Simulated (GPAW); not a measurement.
How a calculation on SrTiO₃ (Pm-3m, 5 atoms in the cell) responds to its settings

```xyz
5
Lattice="3.9671 0.0000 0.0000 0.0000 3.9671 0.0000 0.0000 0.0000 3.9671" Properties=species:S:1:pos:R:3 pbc="T T T"
Sr     0.0000     0.0000     0.0000
Ti     1.9835     1.9835     1.9835
O      1.9835     0.0000     1.9835
O      0.0000     1.9835     1.9835
O      1.9835     1.9835     0.0000
```

Base run A: GPAW with PBE, GPAW PAW datasets PBE (gpaw-data 1.0.1), self-consistent single point.

Its settings: mode = pw; ecut = 950 eV; xc = PBE; kpts = 7 7 7; mesh shift (steps) = 0 0 0; occupations.name = methfessel-paxton; occupations.width = 0.01 eV; occupations.order = 0; nbands = -6; convergence.density = 1e-05 e/electron; convergence.bands = -4; symmetry.symmorphic = false; symmetry.tolerance = 0.0005; maxiter = 120.

The starting cell comes from a database of computed structures (which also holds hypothetical and non-ambient phases and stackings), without a prior relaxation at this level. Its lattice was rescaled by a random factor within 2.5 % of one. Spin polarisation is off, so a magnetic state, if there is one, cannot be reached.

ΔF is the free energy per atom less that of run A. 

Run A gave: k-points 20.

Runs:
- B: kpts = 4 4 4
- C: kpts = 5 5 5
- D: kpts = 6 6 6

**Question.** What does run B change against A?

**Answer.** The free energy goes up by 3.4 meV/atom.

```
run  ΔF (meV/atom)  k-points
---  -------------  --------
A             0.00        20
B              3.4        10
C             0.62        10
D             0.10        20
```
